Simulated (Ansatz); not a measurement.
Consider interstitial Mg in bixbyite In2O3, charge state +2. The step: a direct jump of one Mg atom; the atom moves 2.11 Å along (0.13, -0.12, 0.10) of the unit cell; the moving atom starts with neighbours 2 O at 1.90, 2 O at 2.01 Å and ends with In at 2.67, 3 In at 2.70; 3 O at 2.12, 3 O at 2.27 Å. DFT values are from Ansatz (plane-wave PAW, 420 eV unless said) in a cell of 80 host sites, spin-restricted, static, with no finite-size correction. The charge state is imposed; whether it is stable for some Fermi level was not computed. Sites that were not tried may lie lower. For the PBE band: the saddle point's order was not checked.

```json
[
 {"Level": "CHGNet universal potential (has no charge state), its own band", "Forward barrier (eV)": "0.44", "Cost of the band or of the saddle's single point": "-"},
 {"Level": "PBE, one k-point at (0.250, 0.250, 0.250), band relaxed", "Forward barrier (eV)": "0.79", "Cost of the band or of the saddle's single point": "very roughly 40 core-minutes"},
 {"Level": "PBE, a 2×2×2 k-point mesh shifted by half a step, same geometries", "Forward barrier (eV)": "0.79", "Cost of the band or of the saddle's single point": "about 4 core-minutes (a rough figure)"},
 {"Level": "r2SCAN at 500 eV, one k-point at (0.250, 0.250, 0.250), same geometries", "Forward barrier (eV)": "…", "Cost of the band or of the saddle's single point": "roughly 2.4 core-minutes"}
]
```

Q: Some entries are withheld; supply them.

A: 
- r2SCAN at 500 eV, one k-point at (0.250, 0.250, 0.250), same geometries, Forward barrier (eV): 0.88

Ansatz is a first-principles code.
